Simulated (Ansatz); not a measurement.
Functionals compared on the (221) surface of fcc Ag in its 1x1 cell, outermost plane spacing 0.69 Å in the ideal cut, in Ansatz (plane waves, PAW). The structure was relaxed with PBE; the other rows are single points on it, each with its references at the same level. Cutoff 420 eV (500 eV for r2SCAN).

Model: 16-atom slab, 10.4 Å thick at the start (thin: gaps and levels are the slab's own), 13x5x1 mesh, Fermi-Dirac 0.1 eV, dipole correction, all atoms relaxed; start symmetry kept, larger cells not searched; no spin, no spin-orbit, no U. These notes are the PBE run's.

```
functional  surface energy (J/m²)  work function of the top face (eV)   rough cost of the single point
----------  ---------------------  ----------------------------------  -------------------------------
PBE                          0.83                                4.28                                –
LDA                          1.27                                4.69         roughly 2.1 core-minutes
PBEsol                       1.11                                4.40  around 2.2 core-minutes (rough)
RPBE                         0.62                                4.09         roughly 2.2 core-minutes
r2SCAN                          …                                   …    around 4 core-minutes (rough)
```

Question: What belongs in the gaps?

Answer: 
- r2SCAN, surface energy (J/m²): 1.02
- r2SCAN, work function of the top face (eV): 4.23

Ansatz is a quantum-chemistry and plane-wave program.
